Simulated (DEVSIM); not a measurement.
abrupt Si n-p junction

Device: abrupt Si n-p junction, at 300 K.

```
layer (left to right)  material  thickness (μm)  Nd (cm⁻³)  Na (cm⁻³)  τn (s)  τp (s)
---------------------  --------  --------------  ---------  ---------  ------  ------
1                            Si            25.0     6.1e17          -  1.2e-5  1.2e-5
2                            Si             140          -     4.4e16  1.2e-5  1.2e-5
```

Left contact: ohmic. Right contact: ohmic. Voltage is applied to the left contact. Recombination: SRH at mid-gap. Mobility is constant in doping.

This is a model device: material constants are rounded textbook-type values typed into the input, and sizes, dopings and lifetimes were drawn at random. Values at 300 K.

```csv
parameter,Si
gap (eV),1.124
affinity (eV),4.05
permittivity,11.7
Nc (cm⁻³),2.86e19
Nv (cm⁻³),3.1e19
μn (cm²/Vs),1417
μp (cm²/Vs),470
```

DEVSIM, 1D drift-diffusion, Boltzmann statistics, complete ionisation; no tunnelling, impact ionisation, image-force lowering or self-heating.

The potential step across the device at zero bias is 0.855 V, the largest field in the device at zero bias is 100000 V/cm and the dark forward voltage at 1 A/cm² is 0.707 V. The dark forward voltage at 100 A/cm² is 0.879 V.

Dark reverse current:

```tsv
V (V)	J (A/cm²)
0.10	1.3e-10
0.25	2.6e-10
0.50	4.3e-10
0.75	5.9e-10
1.00	7.3e-10
1.50	9.7e-10
2.00	1.2e-9
2.50	1.4e-9
3.25	1.6e-9
4.00	1.9e-9
```

Small-signal capacitance in reverse bias (quasi-static):

| V (V) | C (nF/cm²) |
|---|---|
| 0.1 | 61.5 |
| 0.25 | 56.9 |
| 0.5 | 51.1 |
| 0.75 | 46.8 |
| 1 | 43.5 |
| 1.5 | 38.5 |
| 2 | 34.9 |
| 2.5 | 32.1 |
| 3.25 | 29.0 |
| 4 | 26.6 |
